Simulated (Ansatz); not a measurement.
Band structure of MgWF6 (R-3, 8 atoms in the cell).

```
MgWF6
1.0
    2.56967     1.48360     4.65800
   -2.56967     1.48360     4.65800
    0.00000    -2.96720     4.65800
Mg W F
1 1 6
Direct
  0.50000   0.50000   0.50000
  0.00000   0.00000   0.00000
  0.24539   0.63491   0.86538
  0.75461   0.36509   0.13462
  0.86538   0.24539   0.63491
  0.13462   0.75461   0.36509
  0.63491   0.86538   0.24539
  0.36509   0.13462   0.75461
```
Moments meant for the start (each program seeds them in its own way; μB, in the order of the atoms Mg W F F F F F F): 0.0 1.0 0.0 0.0 0.0 0.0 0.0 0.0.

Computed with PBEsol, PAW files made with PBE (plane waves; Ansatz, a first-principles code).

Settings: kpoints.mp_grid.grid = 3 3 3; hamiltonian.xc = pbesol; hamiltonian.pseudopotentials = {kind: paw} (the program's default PAW files); magnetization.spin_polarized = true; scf.occupations.method = fermi_dirac; scf.occupations.width = 0.01 eV; kpoints.band_path.path = [[0.0, 0.0, 0.0], [0.5, 0.0, 0.0], [0.5, 0.23429718, -0.23429718]]; kpoints.band_path.npoints = 8.

The starting cell comes from a database of computed structures (which also holds hypothetical and non-ambient phases and stackings), without a prior relaxation at this level. Spin-orbit coupling is off. With one magnetic atom in the cell only a parallel order is possible.

Levels in eV from the Fermi level, bands 31 to 38 of the first spin channel:
| point | 31 | 32 | 33 | 34 | 35 | 36 | 37 | 38 |
|---|---|---|---|---|---|---|---|---|
| Γ | -5.30 | -5.30 | -0.10 | -0.10 | 0.00 | 2.54 | 4.15 | 4.15 |
| L | -5.46 | -5.40 | -0.15 | -0.10 | 0.03 | 3.75 | 4.09 | 5.42 |
| B1 | -5.46 | -5.44 | -0.12 | -0.07 | 0.04 | 3.58 | 4.01 | 6.21 |

No band crosses the Fermi level by more than 0.03 eV along this path.

The net moment of the cell came out as 2.00 μB.

Keys are those of Ansatz 0.2.
